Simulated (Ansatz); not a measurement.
Consider Ag$_{2}$O (space group Pn-3m, No. 224; a = 4.812 Å).

All numbers come from PBE/PAW in Ansatz (a quantum-chemistry and plane-wave program), no SOC.

For the base:

- Pressure: 0.0 GPa
- Band gap: zero

Now apply this change: an isotropic linear strain of +0.60 %, atoms relaxed at fixed cell.

Problem. Estimate the effect on the pressure.

Solution. The pressure goes from zero to -1.2 GPa.

Problem. Estimate the effect on the energy relative to the base.

Solution. The energy increases by 1.3 meV/atom.

Problem. Estimate the effect on the band gap.

Solution. The band gap is still zero.

A case with no gap was solved on a k-mesh chosen for an insulator, which is coarse for it. No phonon test of stability was made. No Hubbard U is applied, and correlation can decide whether such a compound is a metal. All final runs are without spin polarisation. The zero or small gap of Ag2O can change with the level of theory.
